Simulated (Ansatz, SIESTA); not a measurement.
One structure in several programs: Sr3P2 (Pm-3m, 5 atoms in the cell)

Relaxation of cell and atoms.

```
CELL_PARAMETERS angstrom
      5.67000     0.00000     0.00000
      0.00000     5.67000     0.00000
      0.00000     0.00000     5.67000
ATOMIC_POSITIONS crystal
  Sr 0.00000 0.50000 0.50000
  Sr 0.50000 0.00000 0.50000
  Sr 0.50000 0.50000 0.00000
  P  0.00000 0.00000 0.00000
  P  0.50000 0.50000 0.50000
```

Shared settings, as Ansatz (an electronic-structure program) writes them: kpoints.mp_grid.grid = 6 6 6; scf.occupations.method = fermi_dirac; scf.occupations.width = 0.136 eV. Potentials and cutoffs stand in the table.

```json
[
 {"code": "Ansatz", "model": "PBEsol, PAW files made with PBE", "final volume (Å³/atom)": "35.01", "cutoff": "default"},
 {"code": "SIESTA", "model": "GGA PBEsol, numerical atomic orbitals DZP, PseudoDojo PBEsol standard norm-conserving potentials (rewritten from UPF to PSML)", "final volume (Å³/atom)": "39.31", "cutoff": "grid 350 Ry"}
]
```

The spread over the programs that give each value: final volume within 4.30 Å³/atom.

SIESTA uses small atom-centred bases, whose incompleteness enters pressures, forces and empty levels differently from a plane-wave cutoff. The programs treat the finite-basis stress differently while the cell relaxes: Ansatz adds an estimate of it.

The starting cell comes from a database of computed structures (which also holds hypothetical and non-ambient phases and stackings), without a prior relaxation at this level.

Keys are those of Ansatz 0.2.
